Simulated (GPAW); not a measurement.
Worked example: self-consistent single point of MoRu (P-6m2, 2 atoms in the cell) in GPAW.

Method of the run: LDA (Perdew-Wang 92), GPAW PAW datasets LDA (gpaw-data 1.0.1) (plane waves; GPAW).

The change in words: lattice scaled by 0.98. Reference geometry:
```yaml
crystal:
  lattice:
    - [2.80380, 0.00000, 0.00000]
    - [-1.40190, 2.42816, 0.00000]
    - [0.00000, 0.00000, 4.50612]
  atoms:
    - { symbol: Mo, position: [0.66667, 0.33333, 0.00000] }
    - { symbol: Ru, position: [0.33333, 0.66667, 0.50000] }
```

Reference input (self-consistent single point, DFT LDA (Perdew-Wang 92), plane waves, GPAW PAW datasets LDA (gpaw-data 1.0.1)): mode = pw; ecut = 550 eV; xc = LDA; kpts = 13 13 7; mesh shift (steps) = 0 0 0; occupations.name = fermi-dirac; occupations.width = 0.1 eV; nbands = -6; symmetry.symmorphic = false; symmetry.tolerance = 0.0005; maxiter = 150. This run's input differs from it in these lines:

```diff
@@ -5,7 +5,7 @@
 atoms = Atoms(['Mo', 'Ru'],
-              cell=[[2.803795, 0.000000, 0.000000],
-                    [-1.401898, 2.428158, 0.000000],
-                    [0.000000, 0.000000, 4.506115]],
-              positions=[[1.401899, 0.809385, 0.000000],
-                         [-0.000002, 1.618773, 2.253058]],
+              cell=[[2.747719, 0.000000, 0.000000],
+                    [-1.373860, 2.379595, 0.000000],
+                    [0.000000, 0.000000, 4.415993]],
+              positions=[[1.373861, 0.793198, 0.000000],
+                         [-0.000002, 1.586397, 2.207997]],
               pbc=True)
```

Output (repeated stretches shortened):

```
     iter     time        total  log10-change:
                         energy   eigst   dens
iter:   1 --:--:--   -25.045227
iter:   2 --:--:--   -24.793609   -0.80  -1.26
iter:   3 --:--:--   -23.552629   -0.68  -1.29
iter:   4 --:--:--   -23.406736   -2.18  -1.79
iter:   5 --:--:--   -23.416412   -1.83  -1.84
iter:   6 --:--:--   -23.392952   -2.98  -2.03
iter:   7 --:--:--   -23.359292   -2.45  -2.16
iter:   8 --:--:--   -23.361219   -3.59  -2.81
iter:   9 --:--:--   -23.358360c  -3.63  -2.67
iter:  10 --:--:--   -23.358379c  -5.02  -3.59
iter:  11 --:--:--   -23.358366c  -6.68  -3.66
iter:  12 --:--:--   -23.358363c  -6.85  -3.72
iter:  13 --:--:--   -23.358374c  -5.96  -3.80
iter:  14 --:--:--   -23.358353c  -6.44  -3.88
iter:  15 --:--:--   -23.358351c  -6.86  -4.25c
iter:  16 --:--:--   -23.358352c  -7.79c -4.79c
Converged after 16 iterations.

Dipole moment: (0.281256, -0.162383, 0.000004) |e|*Ang

Energy contributions relative to reference atoms: (reference = -233143.227993)

Kinetic:        -16.509713
Potential:       +7.989362
External:        +0.000000
XC:             -14.340318
Entropy (-ST):   -0.065677
Local:           -0.464845
SIC:             +0.000000
--------------------------
Free energy:    -23.391190
Extrapolated:   -23.358352

Showing only first 2 kpts
 Kpt  Band  Eigenvalues  Occupancy
  0    13     12.61976    1.97115
  0    14     12.61978    1.97115
  0    15     12.63788    1.96552
  0    16     12.63790    1.96551

  1    13     12.24433    1.99931
  1    14     12.24434    1.99931
  1    15     13.12604    0.60372
  1    16     13.12606    0.60365

Fermi level: 13.04220

No gap
No difference between direct/indirect transitions
Energy (eV): -23.358352

Forces in eV/Ang:
  0 Mo    0.00000    0.00000    0.00000
  1 Ru    0.00000    0.00000    0.00000

Stress tensor:
     0.056687     0.000000     0.000000
     0.000000     0.056687     0.000000
     0.000000     0.000000     0.063989
Stress (GPa, Voigt): [ 9.0823  9.0823 10.2521  0.      0.      0.    ]
```

The run converged in 16 iterations. GPAW prints stress with tension positive. Against the reference run the free energy drops by 93.8 meV/atom and the pressure goes from -23.75 to -9.47 GPa.

The starting cell comes from a database of computed structures (which also holds hypothetical and non-ambient phases and stackings), without a prior relaxation at this level. Its lattice was rescaled by a random factor within 2.5 % of one. For this run, on top of that: lattice scaled by 0.98. Spin polarisation is off. With a pressure of about -9 GPa the cell is away from its equilibrium volume at this level.

Cost on one core of a shared machine: roughly 30 s.
